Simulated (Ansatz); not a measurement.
Zr₂B₂Si (model structure, started from the Ti2InB2 type, P-6m2, No. 187, 5 atoms in the cell), treated with LDA in Ansatz (PAW).

Run with plane-wave cutoff 520 eV, 24×24×8 k mesh (along the axes of the cell as run), Fermi–Dirac smearing 0.05 eV, scalar-relativistic PAW data made under PBE.

Cell (relaxed at this level):

```cif
data_B2SiZr2
_chemical_formula_sum 'Zr2 Si1 B2'
_space_group_name_H-M_alt 'P-6m2'
_space_group_IT_number 187
_space_group_name_Hall 'P -6 2'
_cell_length_a 3.14066
_cell_length_b 3.14066
_cell_length_c 7.70365
_cell_angle_alpha 90.000
_cell_angle_beta 90.000
_cell_angle_gamma 120.000
loop_
_atom_site_label
_atom_site_type_symbol
_atom_site_symmetry_multiplicity
_atom_site_Wyckoff_symbol
_atom_site_fract_x
_atom_site_fract_y
_atom_site_fract_z
_atom_site_occupancy
Zr1 Zr 2 h 0.33333 0.66667 0.27970 1
Si1 Si 1 a 0.00000 0.00000 0.00000 1
B1 B 1 b 0.00000 0.00000 0.50000 1
B2 B 1 f 0.66667 0.33333 0.50000 1
```

Question: Predict the bulk modulus.

Answer: 
* **bulk modulus**: 186 GPa

The run finds no gap.

Note: the bulk modulus is −V dP/dV from two relaxed cells at ±2 % in volume; the relaxation could raise the start's symmetry but not lower it, so the cell can be a saddle point.

The computed numbers hold no vibrational or temperature effects.

It cost very roughly 5 core-minutes of CPU time.

A model structure was made by putting elements into a prototype or built by hand; it is no filed structure, need not be a known phase, and can be a saddle point held by its symmetry.

Ansatz is a program for electronic structure.
